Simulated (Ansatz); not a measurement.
# Response to strain in GaAs

Base system: GaAs in the zinc blende structure (space group F-43m, No. 216; a = 5.6590 Å). Axes: x, y, z lie along the cube axes.

Strains are applied to the cell and any free atomic positions relax.

Level of theory: Ansatz (a program for electronic structure) PBEsol, no spin-orbit coupling.

Candidates:
(a) uniaxial strain ε_zz = +0.50 %
(b) uniaxial strain ε_zz = −0.50 %
(c) uniaxial strain ε_zz = −3.00 %
(d) uniaxial strain ε_zz = +1.00 %
(e) uniaxial strain ε_zz = −1.50 %

For the base:

The band gap is 0.42 eV.

Q: Order them by band gap, highest first.

A: (c) uniaxial strain ε_zz = −3.00 % (0.53 eV), (e) uniaxial strain ε_zz = −1.50 % (0.48 eV), (b) uniaxial strain ε_zz = −0.50 % (0.44 eV), (a) uniaxial strain ε_zz = +0.50 % (0.37 eV), (d) uniaxial strain ε_zz = +1.00 % (0.33 eV)

Stability against distortions was not tested.
